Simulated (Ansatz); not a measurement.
Where the default PAW files enter, the runs use the earlier of Ansatz's two default sets.

Given:

```yaml
crystal:
  lattice:
    - [4.43129, 0.00000, 0.00000]
    - [0.00000, 11.62082, 0.17978]
    - [0.00000, 1.23609, 3.67381]
  atoms:
    - { symbol: Ge, position: [0.88571, 0.87689, 0.37311] }
    - { symbol: Ge, position: [0.11429, 0.12311, 0.62689] }
    - { symbol: Ge, position: [0.38571, 0.62311, 0.12689] }
    - { symbol: Ge, position: [0.61429, 0.37689, 0.87311] }
    - { symbol: Se, position: [0.50205, 0.14539, 0.10461] }
    - { symbol: Se, position: [0.49795, 0.85461, 0.89539] }
    - { symbol: Se, position: [0.00205, 0.35461, 0.39539] }
    - { symbol: Se, position: [0.99795, 0.64539, 0.60461] }
```

Space group of this cell: Pnma. The cell was relaxed by PBE-D3(BJ); by PBEsol its mean pressure is -2.2 GPa.

Transport runs along the normal of the first two printed cell vectors.

The gap is the functional's own. No spin-orbit coupling. Mid-gap values are interpolated on the energy grid.

**Question.** Give the band gap and the smallest decay constant κ at mid-gap that PBEsol run with Ansatz (a quantum-chemistry and plane-wave program) yields.

**Answer.** Gap 0.71 eV on a 8×8×8 mesh; κ = 0.117 1/Å, at (0.375, 0.000) of the in-plane reciprocal vectors. At the zone centre, at the nearest computed energy, the slowest state has κ = 0.18 1/Å.
